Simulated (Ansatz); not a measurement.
The reference is Nb in the bcc (W type) structure (space group Im-3m, No. 229; a = 3.304 Å; relaxed with 0.1 eV smearing).

Computed with r2SCAN (Ansatz, a program for electronic structure, PAW, scalar-relativistic without spin-orbit coupling).

Before the change:

The pressure is 0.0 GPa.

The change: every lattice vector is stretched by 0.50 %; the atoms relax in the strained cell.

### Question
What does the calculation give for the energy relative to the base after the change?

### Answer
The energy rises by 2.2 meV/atom.

### Question
How does this affect the pressure?

### Answer
The pressure goes from zero to -2.5 GPa.

Stability against distortions was not tested. The final runs are not spin-polarised.
